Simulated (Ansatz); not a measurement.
An Ansatz (an electronic-structure program) run: PtSe2 with a change (biaxial strain −0.74 %, plane normal [001], relaxed out of plane); PBE-D3(BJ), PAW, 420 eV (Ansatz; scalar-relativistic without spin-orbit coupling).

Input:

Ansatz 0.2 input:
```yaml
crystal:
  lattice:
    - [3.7443129388, 0, 0]
    - [1.8721564694, 3.2426701247, 0]
    - [0, 0, 4.8389959055]
  atoms:
    - { symbol: Pt, position: [0, 0, 0] }
    - { symbol: Se, position: [0.6666666667, 0.6666666667, 0.2654971371] }
    - { symbol: Se, position: [0.3333333333, 0.3333333333, 0.7345028629] }
basis: { ecutwfc: 420, ecutrho_ratio: 4, xc_grid: 2, fft_grid_basis: typed }
kpoints: { mp_grid: { grid: [18, 18, 12] } }
hamiltonian:
  xc: pbe
  dispersion: d3bj
  pseudopotentials: { kind: paw }
scf: { occupations: { method: fermi_dirac, width: 0.1 } }
relax: { f_tol: 0.005, max_steps: 50, cell: { stress_tol: 0.01, fix: [a, b, gamma] } }
output: { forces: true, stress: true }
checkpoint: { write: state.ck, write_every: 1000 }
```

Output (explanatory and most iteration lines left out):

```
Relaxation: its limit of steps is 50 (relax.max_steps)
Pseudopotential: Pt, paw, valence charge 18
Pseudopotential: Se, paw, valence charge 16
Crystal: 3 atoms, lattice volume = 58.753 Å³
Basis set: ecut = 420 eV, 1169 PW (Γ), exchange–correlation on 54×54×72 points (8 copies of the dense FFT grid, shifted against one another)
Bands: 30, of which v1, the nominal top of the filled ones, is band 25 counted from 1 (24 counted from 0)
Symmetry: 12 space group operations
Space group: P-3m1 (ITA 164), of the structure as read, at distance tolerance 3.9e-5 Å
k-points: 394 of 3888
Functional: x = pbe(κ = 0.804, μ = 0.2195149727645171), c = pbe(β = 0.06672455060314922)
SCF iter   1: F=—  HF=-23463.738176 eV  |F-HF|=—  |Δ(HF+E_count)|=         —  Δρ=2.73e-3  dr2=3.39e-3  ethr=1.77e-3  ⟨swp⟩=5.3  Hψ=45027  notcnv=0
SCF iter   2: F=—  HF=-23463.740191 eV  |F-HF|=—  |Δ(HF+E_count)|=   2.02e-3  Δρ=1.40e-3  dr2=1.65e-3  ethr=6.78e-6  ⟨swp⟩=2.0  Hψ=19405  notcnv=0
SCF 1 converged in 6 iterations: F = -23463.739863 eV  dr2 = 4.77e-9
relax step   1: F+E_penalty+E_count = -23463.73986312 eV  Δ(F+E_penalty+E_count) = +0.000e0 eV  max|allowed force component| = 1.062e-1 eV/Å  Δτ_max = 0.0000 Å  P = +1.788 GPa  Ω = 58.753 Å³  fix = [a, b, gamma]  reactions: a +2.207, b +2.207 GPa  (6 SCF iters, dr2 threshold 1.00e-7 eV, accepted)
[... steps on the carried basis left out ...]
relax step   4: F+E_penalty+E_count = -23463.74118661 eV  Δ(F+E_penalty+E_count) = -4.045e-6 eV  max|allowed force component| = 4.812e-5 eV/Å  Δτ_max = 0.0003 Å  P = +0.958 GPa  Ω = 59.140 Å³  energy of the carried Pulay correction = -8.024e-5 eV  fix = [a, b, gamma]  reactions: a +1.437, b +1.437 GPa  (4 SCF iters, dr2 threshold 4.34e-10 eV, accepted)
Crystal: 3 atoms, lattice volume = 59.140 Å³
SCF iter   1: F=—  HF=-23463.740978 eV  |F-HF|=—  |Δ(HF+E_count)|=         —  Δρ=2.01e-4  dr2=5.08e-7  ethr=9.30e-8  ⟨swp⟩=3.0  Hψ=73346  notcnv=0
SCF iter   2: F=—  HF=-23463.741263 eV  |F-HF|=—  |Δ(HF+E_count)|=   2.85e-4  Δρ=3.25e-6  dr2=6.38e-9  ethr=1.02e-9  ⟨swp⟩=2.0  Hψ=17917  notcnv=0
SCF 5 converged in 6 iterations: F = -23463.741263 eV  dr2 = 3.15e-13
SCF converged after 6 iterations
Free energy (F): -23463.741263 eV
Internal energy: -23463.716599 eV  (E = F + TS)
E sigma→0 (E₀):  -23463.728931 eV
Entropy (-TS):   -0.024663 eV (-8.221 meV/atom)
Fermi energy:    13.715060 eV
  E_disp       = -1.476957  (pairwise vdW)
--- Forces (eV/Å), atoms counted from 1 ---
  atom   1  Pt    -0.00000000     0.00000000     0.00000000
  atom   2  Se     0.00000000     0.00000000    -0.00005858
  atom   3  Se    -0.00000000    -0.00000000     0.00005858
--- Stress (GPa, compression-positive) ---
        1.436407       0.000000       0.000000
        0.000000       1.436407       0.000000
        0.000000       0.000000      -0.003088
  P = ⅓ Tr σ = 0.9566 GPa (9.566 kbar)
--- Relaxed structure (4 steps of the walk, 4 accepted, 1 SCFs on fresh bases) ---
  cell:  # Å, volume = 59.1396 Å³
    - [3.7443129387887026, 3.095316095385601e-95, 1.8237198511354175e-18]
    - [1.8721564693943513, 3.2426701247097838, 1.701553785802331e-18]
    - [2.3569004612307493e-18, 1.1784502306153735e-18, 4.870839513616845]
  atoms:
    - { symbol: Pt, position: [-1.2707402342175891e-34, -5.50045700935218e-35, -1.1949610414046995e-19] }
    - { symbol: Se, position: [0.666666666666667, 0.6666666666666666, 0.26600648020089923] }
    - { symbol: Se, position: [0.3333333333333335, 0.3333333333333333, 0.7339935197991008] }
```

Whether these cells are dynamically stable was not tested. The final runs are not spin-polarised. The cell was made from PtSe2 in the CdI2 type structure (space group P-3m1, No. 164; layered) by this change: biaxial strain −0.74 %, plane normal [001], relaxed out of plane.
